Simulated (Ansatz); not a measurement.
## What pressure 3 GPa does to GaP

Base system: GaP in the zinc blende structure (space group F-43m, No. 216; a = 5.451 Å).

Now apply this change: a hydrostatic pressure of 3 GPa.

The values are results of r2SCAN/PAW in Ansatz (a first-principles code), no spin-orbit coupling, not measurements. Settings: 10×10×10 k-points, 0.05 eV Fermi–Dirac smearing.

| quantity | base | changed | shift |
|---|---|---|---|
| volume per atom | 20.25 Å³ | 19.62 Å³ | -0.63 Å³ |
| density | 4.13 g/cm³ | 4.26 g/cm³ | +0.13 g/cm³ |
| shortest interatomic distance | 2.360 Å | 2.336 Å | -0.0249 Å |
| enthalpy H = E + PV relative to the base's energy | – | +0.37 eV/atom | – |
| band gap | 1.85 eV | 1.79 eV | -0.06 eV |
| gap character | indirect, Γ → Γ–X (87 % along) | indirect, Γ → Γ–X (87 % along) | – |
| smallest direct gap | 2.36 eV | 2.64 eV | +0.28 eV |
| mean gap deformation potential ΔEg/Δln V | – | +1.8 eV | – |
| width of the top valence band | 3.54 eV | 3.70 eV | +0.16 eV |
| electron mass | 1.1 mₑ along k, 0.23 mₑ across (off the special points) | 1.1 mₑ along k, 0.22 mₑ across (off the special points) | – |
| hole mass (degenerate bands, along [100]) | 0.13, 0.37, 0.37 mₑ (at Γ) | 0.14, 0.35, 0.35 mₑ (at Γ) | – |
| valley order (the lowest conduction-band minima on the path, energy above the VBM, named in the base's zone) | a point along ⟨100⟩, about 1.0 Å⁻¹ from Γ 1.85 eV; L along ⟨111⟩ 2.04 eV; Γ 2.36 eV | a point along ⟨100⟩, about 1.0 Å⁻¹ from Γ 1.79 eV; L along ⟨111⟩ 2.15 eV; Γ 2.64 eV | – |

Final structure:

```xyz
2
Lattice="0.0000 2.6969 2.6969 2.6969 0.0000 2.6969 2.6969 2.6969 0.0000" Properties=species:S:1:pos:R:3 pbc="T T T"
P      4.0454     4.0454     4.0454
Ga     0.0000     0.0000     0.0000
```

Cost of the whole job for the changed cell (relaxation, final SCF and bands): about 15 core-seconds (a rough figure).

Load acts through the strain it causes; cell and atoms are relaxed under it. Masses are band curvatures over ±0.01 Å⁻¹ around the edge. Along k means along the line from Γ to the band edge. Stability against distortions was not tested. Tetrahedral semiconductors of this kind turn to denser phases somewhere between about 1 and 50 GPa; those were not computed, so compressed cells here can lie past the real transition.
